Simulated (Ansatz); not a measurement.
Relaxation of the outer planes of the (211) surface of fcc Pt in its 1x1 cell, outermost plane spacing 0.81 Å in the ideal cut.

The numbers are results of PBE (plane waves to 420 eV, PAW; Ansatz, a quantum-chemistry and plane-wave program), not measurements.

Set-up: 13 atoms, 9.7 Å thick at the start (thin: gaps and levels are the slab's own); mesh 13x6x1; 0.1 eV smearing; dipole correction on; all atoms relaxed; held to the start's symmetry, so lower structures may exist; no spin, no spin-orbit, no U.

```
plane  atoms  bulk spacing to the next (Å)  relaxed spacing (Å)  change (%)  rumpling (Å)
-----  -----  ----------------------------  -------------------  ----------  ------------
1         Pt                         0.810                  ___         ___          0.00
2         Pt                         0.810                0.675       -16.7          0.00
```

Task: What belongs in the gaps?

Result: 
- 1, relaxed spacing (Å): 0.599
- 1, change (%): -26.1
